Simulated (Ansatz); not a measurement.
End structure of the (100) surface of zinc-blende GaAs in its 1x1 cell (cut with top plane As, bottom plane As), relaxed from an ideal cut (the real face may reconstruct), outermost plane spacing 1.44 Å in the ideal cut (one of several cuts of this face), with 1 As a cell over the bulk's ratio:

```yaml
crystal:
  lattice:
    - [4.06279, 0.00000, 0.00000]
    - [0.00000, 4.06279, 0.00000]
    - [0.00000, 0.00000, 27.50000]
  atoms:
    - { symbol: As, position: [0.00000, 0.50000, 0.29156] }
    - { symbol: Ga, position: [0.50000, 0.50000, 0.34215] }
    - { symbol: As, position: [0.50000, 0.00000, 0.39585] }
    - { symbol: Ga, position: [0.00000, 0.00000, 0.44739] }
    - { symbol: As, position: [0.00000, 0.50000, 0.50000] }
    - { symbol: Ga, position: [0.50000, 0.50000, 0.55261] }
    - { symbol: As, position: [0.50000, 0.00000, 0.60415] }
    - { symbol: Ga, position: [0.00000, 0.00000, 0.65785] }
    - { symbol: As, position: [0.00000, 0.50000, 0.70844] }
```

Set-up: 9 atoms, As5Ga4, 11.5 Å thick at the start; mesh 6x6x1; 0.025 eV smearing; dipole correction on; single point; on the structure that PBE left under its start's symmetry; spin-polarised from one start with parallel moments (other orders not tried), ending with about 0.1 μB a cell, a value that depends on the mesh; orders that need a larger cell were not tried, no spin-orbit, no U. The slab shows no gap on its mesh. The program's check for a lower electronic state was not made.

### Question
What is the computed work function of the top face (r2SCAN, at the PBE geometry and the start's symmetry run with Ansatz, a program for electronic structure)?

### Answer
6.02 eV
